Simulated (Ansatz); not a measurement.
This Ansatz (a program for electronic structure) input is the reference run, BP in the zinc blende structure (space group F-43m, No. 216), computed with r2SCAN (Ansatz, PAW, no spin-orbit coupling), earlier PAW set:

Ansatz 0.2 input:
```yaml
crystal:
  lattice:
    - [0, 2.2681992704, 2.2681992704]
    - [2.2681992704, 0, 2.2681992704]
    - [2.2681992704, 2.2681992704, 0]
  atoms:
    - { symbol: P, position: [0.75, 0.75, 0.75] }
    - { symbol: B, position: [0, 0, 0] }
basis: { ecutwfc: 500, ecutrho_ratio: 4, xc_grid: 4, fft_grid_basis: typed }
kpoints: { mp_grid: { grid: [12, 12, 12] } }
hamiltonian:
  xc: r2scan
  dispersion: none
  pseudopotentials: { azcp: { folder: ./paw }, kind: paw }
scf: { occupations: { method: fermi_dirac, width: 0.05 }, convergence: { dr2_threshold: 0.0000000002 } }
output: { forces: true, stress: true }
checkpoint: { write: state.ck, write_every: 1000 }
```

Q: Write the input for this change: a free-standing slab of 5 layers (10 atoms, 2 a layer) is cut normal to [110], with 15 Å of vacuum and the in-plane cell held at bulk.

A: 
Ansatz 0.2 input:
```yaml
crystal:
  lattice:
    - [3.2077181704, 0, 0]
    - [0, 4.5363985408, 0]
    - [0, 0, 21.4154363407]
  atoms:
    - { symbol: P, position: [0.75, 0.5, 0.3502146714] }
    - { symbol: B, position: [0.25, 0.25, 0.3502146714] }
    - { symbol: P, position: [1.25, 1, 0.4251073357] }
    - { symbol: B, position: [0.75, 0.75, 0.4251073357] }
    - { symbol: P, position: [1.75, 1.5, 0.5] }
    - { symbol: B, position: [1.25, 1.25, 0.5] }
    - { symbol: P, position: [2.25, 2, 0.5748926643] }
    - { symbol: B, position: [1.75, 1.75, 0.5748926643] }
    - { symbol: P, position: [2.75, 2.5, 0.6497853286] }
    - { symbol: B, position: [2.25, 2.25, 0.6497853286] }
basis: { ecutwfc: 500, ecutrho_ratio: 4, xc_grid: 4, fft_grid_basis: typed }
kpoints: { mp_grid: { grid: [10, 7, 1] } }
hamiltonian:
  xc: r2scan
  dispersion: none
  pseudopotentials: { azcp: { folder: ./paw }, kind: paw }
scf: { occupations: { method: fermi_dirac, width: 0.05 }, convergence: { dr2_threshold: 0.000000001 } }
relax: { f_tol: 0.01, max_steps: 50 }
output: { forces: true, stress: true }
checkpoint: { write: state.ck, write_every: 1000 }
```
This is the input that was run; other choices of cell and start would serve too.

Stability against distortions was not tested.
